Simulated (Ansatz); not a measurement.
Start from ZrN in the rock salt structure (space group Fm-3m, No. 225; a = 4.595 Å).

(Cell as relaxed with PBE.)

Levels (all Ansatz, a first-principles code, PAW, earlier PAW set): PBE (420 eV, without spin-orbit coupling); PBEsol (420 eV, scalar-relativistic without spin-orbit coupling).

Each level relaxes its own structure.

| base | PBE | PBEsol |
|---|---|---|
| volume per atom | 12.13 Å³ | 11.80 Å³ |
| lattice parameter a | 4.595 Å | 4.553 Å |
| band gap | zero | zero |

One thing is altered: full substitution Zr → Y, then cell and atoms are relaxed.

```json
[
 {"quantity": "gap character", "PBE": "indirect, Γ → X", "PBEsol": "indirect, Γ → X"},
 {"quantity": "hole mass (degenerate bands, along [100])", "PBE": "0.17, 1.0, 1.0 mₑ (at Γ)", "PBEsol": "0.16, 0.99, 0.99 mₑ (at Γ)"},
 {"quantity": "volume per atom", "PBE": "14.76 Å³", "PBEsol": "14.32 Å³"}
]
```

PBE's volume per atom lies 0.44 Å³ above PBEsol's (3.1 %); the two agree on the gap character. Neither level is exact; PBEsol is the comparison here, not a measurement.

Effective masses come from finite differences of ±0.01 Å⁻¹. No phonon test of stability was made. All final runs are without spin polarisation. An odd electron count without spin: ZrN. The zero or small gap of YN can change with the level of theory.
